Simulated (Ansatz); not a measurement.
LuI3 (model structure, started from the ReO3 type, Pm-3m, No. 221, 4 atoms in the cell) was calculated with PBEsol (plane waves, PAW; Ansatz, a first-principles code).

Numerical settings: plane-wave cutoff 520 eV, 6×6×6 k mesh, Fermi–Dirac smearing 0.01 eV, scalar-relativistic PAW data made under PBE.

Cell (relaxed with PBEsol):

```yaml
crystal:
  lattice:
    - [5.84354, 0.00000, 0.00000]
    - [0.00000, 5.84354, 0.00000]
    - [0.00000, 0.00000, 5.84354]
  atoms:
    - { symbol: Lu, position: [0.00000, 0.00000, 0.00000] }
    - { symbol: I, position: [0.50000, 0.00000, 0.00000] }
    - { symbol: I, position: [0.00000, 0.00000, 0.50000] }
    - { symbol: I, position: [0.00000, 0.50000, 0.00000] }
```

Q: Estimate the band gap and smallest direct gap on the k points sampled that the calculation returns.

A: 
- band gap: 2.16 eV
- smallest direct gap on the k points sampled: 2.66 eV

Note: the relaxation could raise the start's symmetry but not lower it, so the cell can be a saddle point.

Spin–orbit coupling is not included; with these elements it can move the gap by several tenths of an eV or more.

Computing time: roughly 50 core-seconds.

A model structure was made by putting elements into a prototype or built by hand; it is no filed structure, need not be a known phase, and can be a saddle point held by its symmetry.
